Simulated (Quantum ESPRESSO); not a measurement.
Worked example: self-consistent single point of MgZr₂ (R-3m, 3 atoms in the cell) in Quantum ESPRESSO.

Computed with PBEsol-D3(BJ) with three-body term, GBRV 1.5 ultrasoft (PBESOL) pseudopotentials (plane waves; Quantum ESPRESSO 7.5).

```
CELL_PARAMETERS angstrom
      1.61798     0.93414     7.78351
     -1.61798     0.93414     7.78351
      0.00000    -1.86828     7.78351
ATOMIC_POSITIONS crystal
  Mg 0.00000 0.00000 0.00000
  Zr 0.21943 0.21943 0.21943
  Zr 0.78057 0.78057 0.78057
```

Reference input (self-consistent single point, DFT, PBEsol, plane waves, GBRV 1.5 ultrasoft (PBESOL) pseudopotentials): ecutwfc = 40 Ry; ecutrho = 320 Ry; occupations = smearing; smearing = marzari-vanderbilt; degauss = 0.0036749 Ry; potentials = {Mg: mg_pbesol_v1.4.uspp.F.UPF, Zr: zr_pbesol_v1.uspp.F.UPF}; K_POINTS = automatic 8 8 8 0 0 0; conv_thr = 1e-10 Ry; mixing_beta = 0.4. This run's input differs from it in these lines:

```diff
@@ -17,2 +17,5 @@
   degauss = 0.0036749
+  vdw_corr = 'grimme-d3'
+  dftd3_version = 4
+  dftd3_threebody = .true.
 /
```

Output, abridged:

```
     Self-consistent Calculation

     iteration #  1     ecut=    40.00 Ry     beta= 0.40

     Threshold (ethr) on eigenvalues was too large:
     Diagonalizing with lowered threshold

     negative rho (up, down):  1.223E-01 0.000E+00

     total energy              =    -323.45576572 Ry
     estimated scf accuracy    <       0.10681887 Ry

     iteration #  2     ecut=    40.00 Ry     beta= 0.40

     negative rho (up, down):  1.229E-01 0.000E+00

     total energy              =    -323.45330688 Ry
     estimated scf accuracy    <       0.03191590 Ry

     iteration #  3     ecut=    40.00 Ry     beta= 0.40

     negative rho (up, down):  1.235E-01 0.000E+00

     total energy              =    -323.45594088 Ry
     estimated scf accuracy    <       0.03449703 Ry

   [... 5 blocks of this kind left out ...]

     iteration #  9     ecut=    40.00 Ry     beta= 0.40

     negative rho (up, down):  1.238E-01 0.000E+00

     total energy              =    -323.46019551 Ry
     estimated scf accuracy    <       0.00000002 Ry

     iteration # 10     ecut=    40.00 Ry     beta= 0.40

     negative rho (up, down):  1.238E-01 0.000E+00
     End of self-consistent calculation

     the Fermi energy is    10.8291 ev

!    total energy              =    -323.46019552 Ry
     estimated scf accuracy    <          6.5E-11 Ry
     smearing contrib. (-TS)   =       0.00002192 Ry
     internal energy E=F+TS    =    -323.46021744 Ry

     DFT-D3 Dispersion         =      -0.09256612 Ry

     convergence has been achieved in  10 iterations

     negative rho (up, down):  1.238E-01 0.000E+00

     Forces acting on atoms (cartesian axes, Ry/au):

     atom    1 type  1   force =     0.00000000    0.00000000   -0.00000000
     atom    2 type  2   force =     0.00000000    0.00000000   -0.00774292
     atom    3 type  2   force =     0.00000000    0.00000000    0.00774292

     Total force =     0.010950     Total SCF correction =     0.000010

     negative rho (up, down):  1.238E-01 0.000E+00
          total   stress  (Ry/bohr**3)                   (kbar)     P=      -55.48
  -0.00038596   0.00000000   0.00000000          -56.78        0.00        0.00
   0.00000000  -0.00038596   0.00000000            0.00      -56.78        0.00
   0.00000000   0.00000000  -0.00035952            0.00        0.00      -52.89

   JOB DONE.
```

The run converged in 10 iterations. Against the reference run the pressure goes from -2.80 to -5.55 GPa and the largest force goes from 0.208 to 0.199 eV/Å.

The starting cell comes from a database of computed structures (which also holds hypothetical and non-ambient phases and stackings), without a prior relaxation at this level. Its lattice was rescaled by a random factor within 2.5 % of one. With a pressure of about -6 GPa the cell is away from its equilibrium volume at this level.

Cost on one core of a shared machine: roughly 4 min.
